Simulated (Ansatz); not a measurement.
Substrate model: Si(111) 1x1 surface, 6 top atoms, 3 bilayers, bottom bilayer H-capped and fixed, every top atom capped by Br; cell 11.5 x 6.6 Å; about 7 Å thick over the host's atoms, 18 atoms held. Calculation: PBE-D3(BJ) (plane waves to 420 eV, PAW; Ansatz, a quantum-chemistry and plane-wave program). k mesh 1 x 2 x 1. The slab states were run without spin polarisation. No spin-orbit coupling. Results hold for this slab, coverage and mesh. All energies are electronic energies at 0 K, without vibrations. Each state was relaxed from one prepared geometry.

One SiCl2 a cell is brought to Si(111):Br. Relaxed result near the molecule:

```csv
atom,x (Å),y (Å),z (Å)
Br(31),5.668,3.420,11.736
Si(b0),7.190,2.489,14.363
Cl(b1),7.042,4.513,14.954
Cl(b2),5.315,1.740,14.973
```

Problem. What is the adsorption energy against the free SiCl2 and the slab before, and how much of it is dispersion?

Solution. -0.41 eV (negative: bound); the D3 term gives -0.39 eV of it. Its closest contacts to the rest of the cell: Si(b0)...Br(31) 3.18 Å, Si(b0)...Br(46) 3.62 Å, Si(b0)...Br(47) 3.64 Å.
